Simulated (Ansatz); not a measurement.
## GaAs: Ga → Nb

The parent structure is GaAs in the zinc blende structure (space group F-43m, No. 216; a = 5.6590 Å).

One thing is altered: every Ga is replaced by Nb, then cell and atoms are relaxed.

All numbers come from PBEsol/PAW in Ansatz (an electronic-structure program), no spin-orbit coupling. Settings: 14×14×14 k-points, 0.05 eV Fermi–Dirac smearing, for the changed cell.

```yaml
density: 5.88 g/cm³ (base 5.30 g/cm³)
lattice_parameter_a: 5.745 Å (base 5.659 Å)
space_group: F-43m (No. 216) (base F-43m (No. 216))
shortest_interatomic_distance: 2.488 Å (base 2.450 Å)
band_gap: zero (base 0.42 eV)
```

Final structure:

```yaml
crystal:
  lattice:
    - [0.00000, 2.87260, 2.87260]
    - [2.87260, 0.00000, 2.87260]
    - [2.87260, 2.87260, 0.00000]
  atoms:
    - { symbol: As, position: [0.75000, 0.75000, 0.75000] }
    - { symbol: Nb, position: [0.00000, 0.00000, 0.00000] }
```

Stability against distortions was not tested. As relaxed here, NbAs is a hypothetical phase, not in the database extracts checked. The final runs are not spin-polarised. NbAs has a high density of states at the Fermi level and may be magnetic at this level.
